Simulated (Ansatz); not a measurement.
Results of BLYP in Ansatz (PAW) for hexagonal WC.

Settings: plane-wave cutoff 520 eV, 24×24×20 k mesh (along the axes of the cell as run), Fermi–Dirac smearing 0.05 eV, no spin polarisation, scalar-relativistic PAW data made under PBE.

Energies at three volumes about the minimum:

```csv
V (Å³/atom),E − E_lowest (meV/atom)
10.670,4.89
10.887,0.00
11.105,4.54
```

Problem. Fit a parabola by hand: where is the minimum, and what is the bulk modulus?

Solution. Slopes: (0.00 − 4.89)/(10.887 − 10.670) = -22.535 and (4.54 − 0.00)/(11.105 − 10.887) = 20.826 meV/Å³. Curvature E″ = 2 × (20.826 − (-22.535))/(11.105 − 10.670) = 199.361 meV/Å⁶. From the middle of the first interval, the slope vanishes at V0 = 10.7785 − (-22.535)/199.361 = 10.892 Å³/atom. B = V0 E″ = 10.892 × 199.361 meV/Å³ × 0.1602 GPa per meV/Å³ = 348 GPa. The full Birch–Murnaghan fit to all volumes gives V0 = 10.887 Å³/atom and B0 = 346 GPa.

Shape and atoms are relaxed at each volume.

Measured, for comparison: bulk modulus 384 ± 0.8 GPa (room temperature, no zero-point or thermal correction, adiabatic, ultrasonic, our sources range from 377 to 412; as tabulated in Compression behavior of WC and WC-6%Co up to 50 GPa (OSTI 1006718)). Computed (rounded) less measured: bulk modulus -10 % (-8 % to -16 % over the range).

Note: the bulk modulus comes from volumes at which shape and atoms were relaxed.

Ansatz is an electronic-structure program.
